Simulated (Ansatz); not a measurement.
Start from AlN in the wurtzite structure (space group P6_3mc, No. 186; a = 3.1303 Å, c = 5.0180 Å).

(Cell as relaxed with PBE.)

Levels (all Ansatz, a first-principles code, PAW): PBE (420 eV, without spin-orbit coupling); PBEsol (420 eV, no spin-orbit coupling).

Each level relaxes its own structure.

```csv
base,PBE,PBEsol
volume per atom,10.65 Å³,10.46 Å³
lattice parameter a,313.0 pm,311.4 pm
band gap,4.03 eV,4.09 eV
```

Perturbation: every Al is replaced by Ga, then cell and atoms are relaxed.

```csv
quantity,PBE,PBEsol
shift of the gap caused by the change,-2.32 eV,-2.22 eV
band gap,1.71 eV,1.88 eV
electron mass,"0.14 mₑ along c, 0.16 mₑ across (at Γ)","0.16 mₑ along c, 0.17 mₑ across (at Γ)"
shortest interatomic distance,196.7 pm,194.6 pm
```

PBE's shift of the gap caused by the change lies 0.10 eV below PBEsol's; PBE's band gap lies 0.165 eV below PBEsol's; PBE's shortest interatomic distance lies 2.17 pm above PBEsol's (1.1 %). Neither level is exact; PBEsol is the comparison here, not a measurement.

Masses are band curvatures over ±0.01 Å⁻¹ around the edge. Stability against distortions was not tested.
